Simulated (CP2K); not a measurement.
CP2K run on CaWO4 (P1, 12 atoms in the cell): self-consistent single point.

Computed with PBEsol, GPW, DZVP-MOLOPT-SR-GTH basis, GTH-PBE potentials (GTH_POTENTIALS) in CP2K 2026.2.

```
CELL_PARAMETERS angstrom
      6.79246     0.00000     0.00000
      2.74268     6.21411     0.00000
     -4.76757    -3.10705     3.70863
ATOMIC_POSITIONS crystal
  Ca 0.74594 0.24989 0.49877
  Ca 0.99551 0.00871 0.00552
  W  0.25695 0.74333 0.50092
  W  0.49333 0.50257 0.99969
  O  0.10489 0.97853 0.41612
  O  0.74238 0.82769 0.39277
  O  0.56108 0.68504 0.59015
  O  0.42234 0.35781 0.61773
  O  0.65045 0.24382 0.07192
  O  0.03676 0.43719 0.12594
  O  0.16940 0.55400 0.88514
  O  0.32096 0.91143 0.89532
```

Reference input (self-consistent single point, DFT PBEsol, GPW, DZVP-MOLOPT-SR-GTH basis, GTH-PBE potentials (GTH_POTENTIALS)): CUTOFF = 500 Ry; REL_CUTOFF = 50 Ry; SMEAR/METHOD = MARZARI_VANDERBILT; SIGMA = 0.05 eV; KPOINTS/SCHEME = MONKHORST-PACK 3 3 3; XC_FUNCTIONAL = PBE:PBESOL; Ca/BASIS_SET = DZVP-MOLOPT-SR-GTH; Ca/POTENTIAL = GTH-PBE-q10; W/BASIS_SET = DZVP-MOLOPT-SR-GTH; W/POTENTIAL = GTH-PBE-q14; O/BASIS_SET = DZVP-MOLOPT-SR-GTH; O/POTENTIAL = GTH-PBE-q6. This run's input differs from it in these lines:

```diff
@@ -39,3 +39,3 @@
     &KPOINTS
-      SCHEME MONKHORST-PACK 3 3 3
+      SCHEME MACDONALD 3 3 4 0.1666666667 0.1666666667 0
     &END KPOINTS
```

Output, abridged:

```
 SCF WAVEFUNCTION OPTIMIZATION

  Step     Update method      Time    Convergence         Total energy    Change
     1 NoMix/Diag. 0.30E+00      -     1.93551782      -339.0134932235 -3.39E+02
     2 Broy./Diag. 0.30E+00      -     0.31839403      -328.7244982842  1.03E+01
     3 Broy./Diag. 0.30E+00      -     0.03648838      -337.5701653260 -8.85E+00
     4 Broy./Diag. 0.30E+00      -     0.01298069      -338.0626091667 -4.92E-01
     5 Broy./Diag. 0.30E+00      -     0.00673433      -338.1325566605 -6.99E-02
     6 Broy./Diag. 0.30E+00      -     0.00244127      -338.1455774144 -1.30E-02
     7 Broy./Diag. 0.30E+00      -     0.00102628      -338.0602520371  8.53E-02
     8 Broy./Diag. 0.30E+00      -     0.00048064      -338.0682549500 -8.00E-03
     9 Broy./Diag. 0.30E+00      -     0.00010578      -338.0682717855 -1.68E-05
    10 Broy./Diag. 0.30E+00      -     0.00003717      -338.0697975009 -1.53E-03
    11 Broy./Diag. 0.30E+00      -     0.00000608      -338.0695524169  2.45E-04
    12 Broy./Diag. 0.30E+00      -     0.00000716      -338.0694376220  1.15E-04
    13 Broy./Diag. 0.30E+00      -     0.00000301      -338.0694811929 -4.36E-05
    14 Broy./Diag. 0.30E+00      -     0.00000023      -338.0694870915 -5.90E-06
  *** SCF run converged in    14 steps ***

  Overlap energy of the core charge distribution:               0.00001056516838
  Self energy of the core charge distribution:               -681.65357533080078
  Core Hamiltonian energy:                                    173.16924455851250
  Hartree energy:                                             223.71809652786234
  Exchange-correlation energy:                                -53.30326341228953
  Smearing free energy correction:                              0.00000000000000
  Fermi energy:                                                 0.25375416386410

  Total energy:                                              -338.06948709154710

                     Mulliken Population Analysis

 #  Atom  Element  Kind  Atomic population                           Net charge
   [... lines left out ...]

 STRESS| Analytical stress tensor [bar]
 STRESS|                        x                   y                   z
 STRESS|      x        1.82461551033E+05  -4.02091428155E+04   3.29251004678E+04
 STRESS|      y       -4.02091428155E+04   5.55756663004E+04   1.54665633805E+04
 STRESS|      z        3.29251004678E+04   1.54665633805E+04   1.16754370473E+05
 STRESS| 1/3 Trace                                             1.18263862602E+05
```

The run converged in 14 iterations. Against the reference run the free energy is nearly the same (within 1 meV/atom), the pressure stays at 11.83 GPa, the largest force stays at 8.606 eV/Å and the gap on the mesh goes from 4.278 to 4.288 eV.

The starting cell comes from a database of published, mostly measured structures (it also holds non-ambient and calculated ones), without a prior relaxation at this level. Its atoms were displaced at random from the sites of space group no. 88. Spin-orbit coupling is off. Values carry the incompleteness of an atom-centred basis. The potentials were made for another functional than the one used. Forces in this geometry exceed 1 eV/Å.

Cost on one core of a shared machine: roughly 3 min.
